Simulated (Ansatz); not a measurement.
The cell is made up: elements placed on another compound's structure type, so the phase may be hypothetical.

The decay constant κ of evanescent states in the gap governs leakage through a thin film.

Here is the system:

```xyz
4
Lattice="2.8501 0.0000 0.0000 1.4250 2.4683 0.0000 0.0000 0.0000 4.6606" Properties=species:S:1:pos:R:3 pbc="T T T"
B      2.8501     1.6455     0.0892
N      2.8501     1.6455     1.6058
Al     1.4250     0.8228     2.3333
N      1.4250     0.8228     4.2210
```

Space group of this cell: P3m1. The cell was relaxed by PBE-D3(BJ).

Transport runs along the normal of the first two printed cell vectors.

The gap is the functional's own. No spin-orbit coupling. Mid-gap values are interpolated on the energy grid.

Question: Give the band gap and the smallest decay constant κ at mid-gap that PBEsol (Ansatz, a first-principles code) yields.

Answer: Gap 4.06 eV on a 12×12×8 mesh; κ = 0.342 1/Å, at the zone centre.
